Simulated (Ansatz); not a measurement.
What isotropic strain −0.60 % does to BaTiO3

Take BaTiO3 in the cubic perovskite structure (space group Pm-3m, No. 221; a = 4.019 Å) as the base.

Perturbation: every lattice vector is shortened by 0.60 %; the atoms relax in the strained cell.

The values are results of plane-wave PAW DFT at the PBE level (Ansatz, a program for electronic structure, 420 eV), without spin-orbit coupling, earlier PAW set, not measurements. Γ-centred 8×8×8 mesh, Fermi–Dirac width 0.05 eV.

| quantity | base | changed | shift |
|---|---|---|---|
| volume per atom | 12.99 Å³ | 12.76 Å³ | -0.23 Å³ |
| space group | Pm-3m (No. 221) | Pm-3m (No. 221) | – |
| shortest interatomic distance | 3.798 bohr | 3.775 bohr | -0.023 bohr |
| energy relative to the base (free energy F) | 0 meV/atom | +2.2 meV/atom | +2.2 meV/atom |
| pressure | 0.00 GPa | 3.06 GPa | +3.06 GPa |
| band gap | 1.79 eV | 1.83 eV | +0.04 eV |
| gap character | indirect, R → Γ | indirect, R → Γ | – |
| smallest direct gap | 1.90 eV | 1.92 eV | +0.02 eV |
| mean gap deformation potential ΔEg/Δln V | – | -2.1 eV | – |
| width of the top valence band | 0.95 eV | 0.96 eV | +0.01 eV |

Cost of the whole job for the changed cell (relaxation, final SCF and bands): very roughly 12 core-seconds.

Whether these cells are dynamically stable was not tested. All final runs are without spin polarisation. Many cubic perovskites are stable only at high temperature; tilts and polar distortions were not tested. This is not the structure that BaTiO3 has at room temperature and ambient pressure.
